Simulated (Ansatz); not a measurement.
The starting structures come from a database of crystals and need not be the phases stable at ambient conditions.

Tunnelling through a barrier is set by its complex band structure: the current falls as exp(−2κd) with the smallest κ.

Consider the following.

```
SrO2
1.0
    4.94697     0.00000     0.00000
    0.00000     8.51116     0.00000
    0.00000     0.00000     4.72422
Sr O
4 8
Direct
  0.25000   0.85342   0.89096
  0.75000   0.14658   0.10904
  0.75000   0.64658   0.39096
  0.25000   0.35342   0.60904
  0.25000   0.64463   0.53443
  0.75000   0.35537   0.46557
  0.75000   0.85537   0.03443
  0.25000   0.14463   0.96557
  0.25000   0.60450   0.22287
  0.75000   0.39550   0.77713
  0.75000   0.89550   0.72287
  0.25000   0.10450   0.27713
```

Space group of this cell: Pnma. The cell is taken as given; by r2SCAN its mean pressure is -3.0 GPa.

Transport runs along the normal of the first two printed cell vectors.

No gap correction and no spin-orbit coupling; mid-gap values are interpolated between computed energies.

Q: State the band gap and the smallest decay constant κ at mid-gap according to r2SCAN run with Ansatz (a program for electronic structure).

A: Gap 3.37 eV on a 6×4×6 mesh; κ = 0.454 1/Å, at the zone centre.
